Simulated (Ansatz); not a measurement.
Input:

```xyz
2
Lattice="0.0000 3.6451 3.6451 3.6451 0.0000 3.6451 3.6451 3.6451 0.0000" Properties=species:S:1:pos:R:3 pbc="T T T"
K      0.0000     0.0000     0.0000
I      3.6451     3.6451     3.6451
```

No spin polarisation.

The values are results of plane-wave PAW DFT at the PBE level (Ansatz, an electronic-structure program, 420 eV), no spin-orbit coupling, not measurements. k-mesh 8×8×8 (Γ-centred); smearing 0.05 eV (Fermi–Dirac).

**Question.** What electron mass does the calculation give?

**Answer.** 0.35 mₑ (at Γ).

**Question.** Predict the gap character.

**Answer.** Direct at Γ.

With I present, leaving out spin-orbit coupling can change the band edges. The cells carry an imposed strain or load. Effective masses come from finite differences of ±0.01 Å⁻¹. Stability against distortions was not tested. The cell was made from KI in the rock salt structure (space group Fm-3m, No. 225) by this change: isotropic strain +1.50 %.
